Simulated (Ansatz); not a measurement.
Take Pt in the fcc (Cu type) structure (space group Fm-3m, No. 225; a = 3.942 Å; relaxed with 0.1 eV smearing) as the base. Axes: x, y, z lie along the cube axes.

Method: r2SCAN (Ansatz, a first-principles code; PAW; 500 eV plane waves; no SOC), earlier PAW set.

For the base:

```
Property                         Value
-----------------------------  -------
Shortest interatomic distance  2.787 Å
Band gap                          zero
```

It is then changed as follows: tensor shear ε_xy = −2.29 % (engineering shear γ = -0.0458); the atoms relax in the strained cell.

**Question.** What happens to the shortest interatomic distance, energy relative to the base, stress and band gap?

**Answer.** The shortest interatomic distance decreases by 0.064 Å to 2.723 Å; the energy goes up by 7.4 meV/atom; the stress (xx, yy, zz, yz, xz, xy; compression positive) comes out as (1.2, 1.2, -0.6, 0.0, 0.0, 3.5) GPa; the band gap is still zero.

Whether these cells are dynamically stable was not tested. All final runs are without spin polarisation.
